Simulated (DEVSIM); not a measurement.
**Schottky contact on n-type Ge**

Device: Schottky contact on n-type Ge, at 300 K.

| layer (left to right) | material | thickness (μm) | Nd (cm⁻³) | τn (s) | τp (s) |
|---|---|---|---|---|---|
| 1 | Ge | 6.60 | 9.2e15 | 0.00076 | 0.00076 |

Left contact: Schottky, work function 4.33 eV, emission velocity 5.5e6 cm/s. Right contact: ohmic. Voltage is applied to the left contact. Recombination: SRH at mid-gap, radiative. Mobility is μmin + (μ − μmin)/(1 + (N/Nref)^α).

This is a model device: material constants are rounded textbook-type values typed into the input, and sizes, dopings and lifetimes were drawn at random. Values at 300 K.

| parameter | Ge |
|---|---|
| gap (eV) | 0.664 |
| affinity (eV) | 4 |
| permittivity | 16 |
| Nc (cm⁻³) | 1.04e19 |
| Nv (cm⁻³) | 6e18 |
| μn (cm²/Vs) | 3900 |
| μp (cm²/Vs) | 1900 |
| μn,min | 150 |
| μp,min | 100 |
| Nref,n | 2.6e17 |
| Nref,p | 4e17 |
| αn | 0.56 |
| αp | 0.6 |
| B (cm³/s) | 6.4e-14 |

Simulated with DEVSIM: 1D drift-diffusion, Boltzmann statistics, complete ionisation; no tunnelling, impact ionisation, image-force lowering or self-heating. Metal contacts follow the ideal Schottky-Mott rule: no Fermi-level pinning, no interface dipoles.

| Property | Value |
|---|---|
| Potential step across the device at zero bias | 0.148 V |
| Largest field in the device at zero bias | 16000 V/cm |
| Dark forward voltage at 100 A/cm² | 0.059 V |

Dark forward current:

```
V (V)  J (A/cm²)
-----  ---------
0.05          82
0.10         260
0.15         510
0.20         810
0.25        1100
0.30        1500
0.35        1800
0.40        2100
```

Small-signal capacitance in reverse bias (quasi-static):

```json
[
 {"V (V)": "-0.1", "C (nF/cm²)": "68.7"},
 {"V (V)": "-0.25", "C (nF/cm²)": "53.1"},
 {"V (V)": "-0.5", "C (nF/cm²)": "41.0"},
 {"V (V)": "-0.75", "C (nF/cm²)": "34.6"},
 {"V (V)": "-1", "C (nF/cm²)": "30.5"},
 {"V (V)": "-1.5", "C (nF/cm²)": "25.4"},
 {"V (V)": "-2", "C (nF/cm²)": "22.2"},
 {"V (V)": "-2.5", "C (nF/cm²)": "20.0"},
 {"V (V)": "-3.25", "C (nF/cm²)": "17.6"}
]
```
